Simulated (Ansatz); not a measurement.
Reference: CaS (Fm-3m), PBEsol, rigid bands (plane waves, PAW, scalar-relativistic; Ansatz, a program for electronic structure); axes and stresses refer to this cell.

```yaml
crystal:
  lattice:
    - [0.00000, 2.81658, 2.81658]
    - [2.81658, 0.00000, 2.81658]
    - [2.81658, 2.81658, 0.00000]
  atoms:
    - { symbol: Ca, position: [0.00000, 0.00000, 0.00000] }
    - { symbol: S, position: [0.50000, 0.50000, 0.50000] }
```

* **Seebeck coefficient, p-type 1e19 cm⁻³**: 356 μV/K
* **electron conductivity mass**: 0.41 mₑ
* **band gap**: 2.16 eV

Change: functional PBE, cell relaxed with it. What happens to Seebeck coefficient, p-type 1e19 cm⁻³, electron conductivity mass, band gap?

Seebeck coefficient, p-type 1e19 cm⁻³ moves little, to 367 μV/K; electron conductivity mass rises to 0.44 mₑ; band gap grows to 2.38 eV.

Masses are for dilute carriers at 300 K, harmonic means over directions unless an axis is named. Seebeck coefficients are for the stated density at 300 K, with one relaxation time for all states and whether or not that doping can be reached. Spin-orbit coupling is left out unless a row names it.
